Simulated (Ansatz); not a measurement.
**TiO2: pressure series**

Start from TiO2 in the anatase structure (space group I4_1/amd, No. 141; a = 3.7780 Å, c = 9.5887 Å).

Cell and atoms are relaxed at each pressure.

Calculations: r2SCAN in Ansatz (plane waves to 500 eV, PAW, without spin-orbit coupling), earlier PAW set.

Two rows of this table had their results exchanged by mistake.

```json
[
 {"pressure": "pressure −2 GPa", "volume per atom (Å³)": "11.53", "shortest distance (Å)": "1.939", "band gap": "2.54 eV"},
 {"pressure": "pressure −1 GPa", "volume per atom (Å³)": "11.47", "shortest distance (Å)": "1.936", "band gap": "2.54 eV"},
 {"pressure": "pressure 0.3 GPa", "volume per atom (Å³)": "11.39", "shortest distance (Å)": "1.932", "band gap": "2.53 eV"},
 {"pressure": "pressure 0.7 GPa", "volume per atom (Å³)": "11.36", "shortest distance (Å)": "1.931", "band gap": "2.53 eV"},
 {"pressure": "pressure 1.5 GPa", "volume per atom (Å³)": "11.12", "shortest distance (Å)": "1.920", "band gap": "2.51 eV"},
 {"pressure": "pressure 3 GPa", "volume per atom (Å³)": "11.23", "shortest distance (Å)": "1.925", "band gap": "2.52 eV"},
 {"pressure": "pressure 5 GPa", "volume per atom (Å³)": "11.32", "shortest distance (Å)": "1.929", "band gap": "2.53 eV"},
 {"pressure": "pressure 7.5 GPa", "volume per atom (Å³)": "10.98", "shortest distance (Å)": "1.914", "band gap": "2.49 eV"},
 {"pressure": "pressure 10 GPa", "volume per atom (Å³)": "10.85", "shortest distance (Å)": "1.909", "band gap": "2.47 eV"}
]
```

Problem. Which two?

Solution. The rows for pressure 1.5 GPa and pressure 5 GPa: the volume has to fall steadily with pressure, so 11.32 Å³ belongs to pressure 1.5 GPa and 11.12 Å³ to pressure 5 GPa.

Load acts through the strain it causes; cell and atoms are relaxed under it. Whether these cells are dynamically stable was not tested. No other phases were tried under pressure. All final runs are without spin polarisation.

Ansatz is a first-principles code.
